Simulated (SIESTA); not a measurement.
Band structure of Ga (Cmce, 4 atoms in the cell).

```
CELL_PARAMETERS angstrom
      2.26000    -3.83000     0.00000
      2.26000     3.83000     0.00000
      0.00000     0.00000     4.53000
ATOMIC_POSITIONS crystal
  Ga 0.15490 0.84510 0.91900
  Ga 0.34510 0.65490 0.41900
  Ga 0.65490 0.34510 0.58100
  Ga 0.84510 0.15490 0.08100
```

Method of the run: GGA PBE, numerical atomic orbitals TZP, PseudoDojo PBE standard norm-conserving potentials (rewritten from UPF to PSML) in SIESTA.

Settings: XC.functional = GGA; XC.authors = PBE; potentials = PseudoDojo PBE standard; PAO.BasisSize = TZP; PAO.EnergyShift = 0.01 Ry; MeshCutoff = 400 Ry; kgrid.MonkhorstPack = 4 4 4; OccupationFunction = MP; OccupationMPOrder = 0; ElectronicTemperature = 272 meV; MaxSCFIterations = 150; SCF.Mixer.Method = Pulay; SCF.Mixer.Weight = 0.2; SCF.Mixer.History = 6.

The starting cell has typed, rounded lattice constants, without a prior relaxation at this level. Values carry the incompleteness of an atom-centred basis.

Levels in eV from the Fermi level, bands 23 to 28:
| point | 23 | 24 | 25 | 26 | 27 | 28 |
|---|---|---|---|---|---|---|
| Γ | -3.75 | -1.75 | -1.66 | -0.80 | 0.96 | 1.00 |
| X | -6.61 | -1.06 | -1.05 | -0.27 | -0.12 | 1.05 |
| S | -3.49 | -3.49 | -1.34 | -1.34 | 0.80 | 0.80 |
| R | -6.27 | -6.27 | -1.58 | -1.58 | 0.58 | 0.58 |
| A | -6.09 | -6.09 | -3.66 | -3.66 | 4.18 | 4.18 |
| Z | -0.18 | -0.18 | 0.00 | 0.00 | 0.07 | 0.07 |
| Y | -4.20 | -3.31 | -1.73 | -1.50 | 1.12 | 1.25 |
| X1 | -6.61 | -1.06 | -1.05 | -0.27 | -0.12 | 1.05 |
| A1 | -6.09 | -6.09 | -3.66 | -3.66 | 4.18 | 4.18 |
| T | -5.46 | -5.46 | -1.25 | -1.25 | -0.89 | -0.89 |

Bands cross the Fermi level along this path, so the cell is metallic at this level.

Higher empty bands are left out: an atom-centred basis made for the valence describes them poorly.
